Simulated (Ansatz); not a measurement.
Start from V in the bcc (W type) structure (space group Im-3m, No. 229).

Space group Im-3m (No. 229); a = 2.9847 Å, b = 2.9847 Å, c = 2.9847 Å, α = 90.00°, β = 90.00°, γ = 90.00°

```
atom  site  symmetry       x       y       z
----  ----  --------  ------  ------  ------
V       2a      m-3m  0.0000  0.0000  0.0000
```
(The calculation used a cell of 1 atom; values per cell refer to that cell.)

All numbers come from Kohn–Sham DFT with the r2SCAN functional, run in Ansatz (a quantum-chemistry and plane-wave program) with PAW and 500 eV plane waves, no spin-orbit coupling, earlier PAW set.

Base values:

| Property | Result |
|---|---|
| Volume per atom | 13.30 Å³ |

Now apply this change: Nb takes the place of V on all its sites, then cell and atoms are relaxed.

Tabulated Pauling electronegativity and covalent radius: V 1.63, 1.53 Å; Nb 1.60, 1.64 Å.

Q: What happens to the volume per atom?

A: The volume per atom goes up by 4.72 Å³ (13.30 Å³ → 18.02 Å³).

Whether these cells are dynamically stable was not tested. Seeded moments were not kept for the base. All final runs are without spin polarisation.
